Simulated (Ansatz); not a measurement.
Results of r²SCAN+rVV10 in Ansatz (PAW) for B2O3 (model structure, P-62c, No. 190, 10 atoms in the cell).

Run with plane-wave cutoff 560 eV, 12×12×6 k mesh (along the axes of the cell as run), Fermi–Dirac smearing 0.01 eV, scalar-relativistic PAW data made under PBE.

Computed at the level's own relaxed cell.

```
CELL_PARAMETERS angstrom
      4.35478     0.00000     0.00000
     -2.17739     3.77135     0.00000
      0.00000     0.00000     6.33612
ATOMIC_POSITIONS crystal
  O  0.95590 0.28904 0.25000
  B  0.66667 0.33333 0.25000
  B  0.00000 0.00000 0.25000
  O  0.71096 0.66686 0.25000
  O  0.33314 0.04410 0.25000
  O  0.28904 0.95590 0.75000
  B  0.00000 0.00000 0.75000
  B  0.33333 0.66667 0.75000
  O  0.04410 0.33314 0.75000
  O  0.66686 0.71096 0.75000
```

**Question.** List the 31 lowest band energies at Γ above −25 eV (eV, relative to the valence band maximum), grouping those that round alike.

**Answer.** At Γ: -20.92, -20.73, -18.56 (×2), -18.47 (×2), -8.92, -8.79, -6.89 (×2), -6.79 (×2), -5.35, -3.62, -0.99, -0.97 (×2), -0.92, -0.57 (×2), -0.54 (×2), -0.16 (×2), 5.53, 6.65, 6.97, 11.05, 12.93, 13.15, 14.19.

Note: the relaxation could raise the start's symmetry but not lower it, so the cell can be a saddle point.

A model structure was made by putting elements into a prototype or built by hand; it is no filed structure, need not be a known phase, and can be a saddle point held by its symmetry.

Ansatz is a quantum-chemistry and plane-wave program.
